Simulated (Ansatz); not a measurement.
**How far to go with the k-point mesh at a smearing width of 0.02 eV: CuAu (P4mm, 2 atoms in the cell)**

```
CuAu
1.0
    2.81400     0.00000     0.00000
    0.00000     2.81400     0.00000
    0.00000     0.00000     3.68835
Cu Au
1 1
Direct
  0.00000   0.00000   0.01356
  0.50000   0.50000   0.50000
```

Method: PBEsol, default PAW files made with PBE (plane waves; Ansatz, a first-principles code).

Base settings: basis.ecutwfc = 30.9 Ry; kpoints.mp_grid.grid = 12 12 9; hamiltonian.xc = pbesol; hamiltonian.pseudopotentials = {kind: paw} (the program's default PAW files); scf.occupations.method = fermi_dirac; scf.occupations.width = 0.0073 Ry.

In this ladder: scf.occupations.width = 0.0015 Ry.

Only quantities that move along the ladder and can be compared are tabulated.

The count of work is k-points × plane waves × bands × iterations; it is no time. 

The starting cell has typed, rounded lattice constants, without a prior relaxation at this level. Its lattice was rescaled by up to half a per cent. One atom was moved a little off its site on purpose. Spin polarisation is off. In the base run, with a pressure of about -4 GPa the cell is away from its equilibrium volume at this level. Ansatz's pressure includes its estimate of the finite-basis (Pulay) stress.

Steps (kpoints.mp_grid.grid): 4 4 3; 5 5 4; 6 6 5; 7 7 6; 9 9 7; 11 11 8; 13 13 10; 15 15 12; 19 19 14; 23 23 17; 28 28 21.

Task: What is the coarsest kpoints.mp_grid.grid that holds the free energy within 0.5 meV/atom of the last step, with all finer ones?

Result: 11 11 8, at 0.080 of the last step's count of work; the step before is off by 7.4 meV/atom.

Task: What is the coarsest kpoints.mp_grid.grid that holds the pressure within 0.5 GPa of the last step, with all finer ones?

Result: 5 5 4, at 0.012 of the last step's count of work; the step before is off by 0.86 GPa.

| kpoints.mp_grid.grid | free energy less the last step's (meV/atom) | pressure (GPa) | largest difference of a force vector from the last step's (eV/Å) | count of work / last |
|---|---|---|---|---|
| 4 4 3 | 101.30 | -3.19 | 0.005 | 0.0078 |
| 5 5 4 | -48.85 | -4.51 | 0.011 | 0.012 |
| 6 6 5 | 19.07 | -3.91 | 0.001 | 0.019 |
| 7 7 6 | -16.23 | -4.07 | 0.010 | 0.026 |
| 9 9 7 | -7.45 | -4.24 | 0.002 | 0.039 |
| 11 11 8 | 0.25 | -4.19 | 0.002 | 0.080 |
| 13 13 10 | 0.17 | -4.12 | 0.000 | 0.13 |
| 15 15 12 | -0.24 | -4.18 | 0.001 | 0.16 |
| 19 19 14 | 0.00 | -4.15 | 0.002 | 0.33 |
| 23 23 17 | 0.13 | -4.10 | 0.000 | 0.53 |
| 28 28 21 | 0.00 | -4.05 | 0.000 | 1.0 |

Keys are those of Ansatz 0.2.
